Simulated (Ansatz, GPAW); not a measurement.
# One structure in several programs: ZnRh₃ (I4/mmm, 4 atoms in the cell)

Self-consistent single point.

```
ZnRh3
1.0
   -1.85828     1.85828     3.70863
    1.85828    -1.85828     3.70863
    1.85828     1.85828    -3.70863
Zn Rh
1 3
Cartesian
  0.00000   0.00000   0.00000
  0.00000   1.85828   1.85431
  1.85828   0.00000   1.85431
  0.00000   0.00000   3.70863
```

Shared settings, as Ansatz (a program for electronic structure) writes them: kpoints.mp_grid.grid = 11 11 11; scf.occupations.method = gaussian; scf.occupations.width = 0.0037 Ry. Potentials and cutoffs stand in the table.

```json
[
 {"code": "Ansatz", "model": "PBEsol, PAW files made with PBE", "pressure (GPa)": "11.99", "cutoff": "default"},
 {"code": "GPAW", "model": "PBEsol, GPAW PAW datasets PBEsol (made by gpaw-setup)", "pressure (GPa)": "14.15", "cutoff": "800 eV"}
]
```

On Ansatz's run: spin polarisation is off.

The spread over the programs that give each value: pressure within 2.16 GPa.

Ansatz's pressure is given at a fixed set of plane waves, as the other plane-wave codes print theirs; with its correction for the finite basis it is 12.11 GPa.

The starting cell comes from a database of computed structures (which also holds hypothetical and non-ambient phases and stackings), without a prior relaxation at this level. Its lattice was rescaled by a random factor within 2.5 % of one.

Left out of this page: Elk (not drawn, or without a comparable value); SIESTA (unsound by tests on forces, stress, charge or solver warnings).

Keys are those of Ansatz 0.2.
